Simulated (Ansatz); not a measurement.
Response to strain in Ba

Take Ba in the bcc (W type) structure (space group Im-3m, No. 229; a = 4.8819 Å; relaxed with 0.1 eV smearing) as the base.

Strains are applied to the cell and any free atomic positions relax.

All numbers come from PBEsol (Ansatz, a quantum-chemistry and plane-wave program), spin-orbit coupling left out.

Candidates:
(a) isotropic strain −2.50 %
(b) isotropic strain +1.00 %
(c) isotropic strain +2.50 %
(d) isotropic strain −1.50 %

Notes on the quantities. energy relative to the base: free energy F.

Q: Order them by energy relative to the base, highest first.

A: (a) isotropic strain −2.50 % (+9.9 meV/atom), (c) isotropic strain +2.50 % (+8.7 meV/atom), (d) isotropic strain −1.50 % (+3.6 meV/atom), (b) isotropic strain +1.00 % (+1.4 meV/atom)

No phonon test of stability was made.
